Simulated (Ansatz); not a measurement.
```xyz
1
Lattice="0.0273 1.9059 1.9059 1.9059 0.0273 1.9059 1.9332 1.9332 0.0000" Properties=species:S:1:pos:R:3 pbc="T T T"
Ir     0.0000     0.0000     0.0000
```

No spin polarisation.

Computed with Ansatz (a quantum-chemistry and plane-wave program), LDA, PAW, cutoff 420 eV, no spin-orbit coupling. Settings: 30×30×30 k-points, 0.1 eV Fermi–Dirac smearing.

What is the computed space group?

Immm (No. 71).

Estimate the stress (xx, yy, zz, yz, xz, xy; compression positive).

(0.7, 0.7, 0.0, 0.0, 0.0, -8.3) GPa.

Predict the band gap.

Zero.

The cells carry an imposed strain or load. No phonon test of stability was made. The final runs are not spin-polarised. The cell was made from Ir in the fcc (Cu type) structure (space group Fm-3m, No. 225) by this change: tensor shear ε_xy = +1.43 %.
